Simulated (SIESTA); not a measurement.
SIESTA is run on Y₃MnAu₅ (R-3, 18 atoms in the cell), and the run fails. The aim is a self-consistent single point with DFT, GGA PBEsol, numerical atomic orbitals DZP, PseudoDojo PBEsol standard norm-conserving potentials (rewritten from UPF to PSML).

Cell that was meant: a = 8.0373 Å, b = 8.0373 Å, c = 8.0373 Å, α = 66.13°, β = 66.13°, γ = 66.13°.

Part of the input:

```
XC.authors                   PBEsol
PAO.BasisSize                DZP
PAO.EnergyShift              0.01 Ry
MeshCutoff                   350
%block kgrid.MonkhorstPack
    3   0   0  0.0
    0   3   0  0.0
```

Output, abridged:

```
reinit: Reading from file input.fdf

reinit: System Name: Y3MnAu5
reinit: System Label: y3mnau5

NOTE on units for spin output:
{S} is the spin magnetic moment, in units of the Bohr magneton,
assuming a g-factor for the electron spin of exactly 2.
The spin magnetic moment is then numerically equal to the charge inbalance,
in units of electrons, between the spin-up and -down channels.

coor:   Atomic-coordinates input format  =     Cartesian coordinates
coor:                                          (in Angstroms)

siesta: Atomic coordinates (Bohr) and species
siesta:      5.79265  -0.76282  20.09135  1        1
siesta:     -5.79265   0.76282  15.29362  1        2
siesta:     -2.23570   5.39800  20.09135  1        3
siesta:      2.23570  -5.39800  15.29362  1        4
siesta:     -3.55695  -4.63517  20.09135  1        5
siesta:      3.55695   4.63517  15.29362  1        6
siesta:      0.00000   0.00000  23.16842  2        7
siesta:     -0.00000  -0.00000  12.21655  2        8
siesta:      0.00000   0.00000   0.00000  3        9
siesta:      0.00000   0.00000  17.69249  3       10
siesta:      0.00000   0.00000  28.38239  3       11
siesta:      0.00000   0.00000   7.00258  3       12
siesta:      3.22697   4.11023  21.35636  3       13
siesta:     -3.22697  -4.11023  14.02861  3       14
siesta:     -5.17305   0.73952  21.35636  3       15
siesta:      5.17305  -0.73952  14.02861  3       16
siesta:      1.94608  -4.84975  21.35636  3       17
siesta:     -1.94608   4.84975  14.02861  3       18

siesta: System type = bulk

initatomlists: Number of atoms, orbitals, and projectors:     18   342   394

siesta: ******************** Simulation parameters ****************************
redata: Spin configuration                          = collinear
redata: Time-Reversal Symmetry                      = T
redata: Number of Atomic Species                    =        3
ERROR

FDF module: fdf_physical:  no unit specified for MeshCutoff

     File: fdf.F90
     Line:  2144
Note: The following floating-point exceptions are signalling: IEEE_INVALID_FLAG IEEE_OVERFLOW_FLAG
STOP Stopping Program
```

Task: From the messages shown, name the fault and mend the input.

Result: The fault is an energy without its unit. The key takes a value and a unit. To fix it, add the unit. The program stopped before any SCF iteration.

An input that runs soundly differs in these lines (not the only fix; some lines may just follow from the change or write a value another way):
```diff
-MeshCutoff                   350
+MeshCutoff                   350 Ry
```

With that input, the run converged in 19 iterations: free energy E − TS -52685.9331 eV; Fermi level (on the code's own zero) -2.98 eV; pressure -13.07 GPa; largest force (vector length) 0.309 eV/Å; size of the cell's spin moment 8.06 μB (DFT, GGA PBEsol, numerical atomic orbitals DZP, PseudoDojo PBEsol standard norm-conserving potentials (rewritten from UPF to PSML)).

On the sound input: the starting cell comes from a database of computed structures (which also holds hypothetical and non-ambient phases and stackings), without a prior relaxation at this level. Its lattice was rescaled by a random factor within 2.5 % of one. The magnetic order is the one reached from the typed start; others were not searched systematically. Values carry the incompleteness of an atom-centred basis. With a pressure of about -13 GPa the cell is away from its equilibrium volume at this level.
